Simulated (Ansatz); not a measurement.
Consider the following.

```
BaTiO3
1.0
    3.93456     0.01298     0.00000
    0.01298     3.93456     0.00000
    0.00000     0.00000     3.93456
Ba Ti O
1 1 3
Direct
  0.00000   0.00000   0.00000
  0.50000   0.50000   0.50000
  0.50000   0.00000   0.50000
  0.00000   0.50000   0.50000
  0.50000   0.50000   0.00000
```

No spin polarisation.

The values are results of LDA/PAW in Ansatz (a program for electronic structure), spin-orbit coupling left out, not measurements. Γ-centred 8×8×8 mesh, Fermi–Dirac width 0.05 eV.

Problem. What band gap does the calculation give?

Solution. 1.81 eV.

Problem. What is the computed gap character?

Solution. Indirect, T → Γ.

Problem. What is the computed stress (xx, yy, zz, yz, xz, xy; compression positive)?

Solution. (0.00, 0.00, -0.01, 0.00, 0.00, -0.87) GPa.

The cells carry an imposed strain or load. No phonon test of stability was made. All final runs are without spin polarisation. The cell was made from BaTiO3 in the cubic perovskite structure (space group Pm-3m, No. 221) by this change: tensor shear ε_xy = +0.33 %. Many cubic perovskites are stable only at high temperature; tilts and polar distortions were not tested. This is not the structure that BaTiO3 has at room temperature and ambient pressure.
